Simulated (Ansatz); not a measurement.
The starting structures come from a database of crystals and need not be the phases stable at ambient conditions.

 Where the default PAW files enter, the runs use the earlier of Ansatz's two default sets.

Tunnelling through a barrier is set by its complex band structure: the current falls as exp(−2κd) with the smallest κ.

```yaml
crystal:
  lattice:
    - [5.44805, 0.00000, 0.00000]
    - [0.00000, 5.44805, 0.00000]
    - [2.72402, -2.72402, 4.25024]
  atoms:
    - { symbol: Si, position: [0.25000, 0.25000, 0.50000] }
    - { symbol: Si, position: [0.00000, 0.00000, 0.00000] }
    - { symbol: S, position: [0.90799, 0.12500, 0.75000] }
    - { symbol: S, position: [0.12500, 0.34201, 0.25000] }
    - { symbol: S, position: [0.34201, 0.62500, 0.75000] }
    - { symbol: S, position: [0.62500, 0.90799, 0.25000] }
```

Space group of this cell: I-42d. The cell is strained (all lengths scaled by 0.98); by r2SCAN its mean pressure is 6.0 GPa.

Transport runs along the normal of the first two printed cell vectors, the (001) plane of the conventional cell.

The gap is the functional's own, uncorrected, and κ follows it; spin-orbit coupling is left out. Mid-gap values are interpolated between the computed energies.

Q: Predict the band gap and the smallest decay constant κ at mid-gap from r2SCAN run with Ansatz (a program for electronic structure).

A: Gap 3.48 eV on a 8×8×8 mesh; κ = 0.338 1/Å, at (0.167, 0.000) of the in-plane reciprocal vectors. At the zone centre, at the nearest computed energy, the slowest state has κ = 0.34 1/Å.
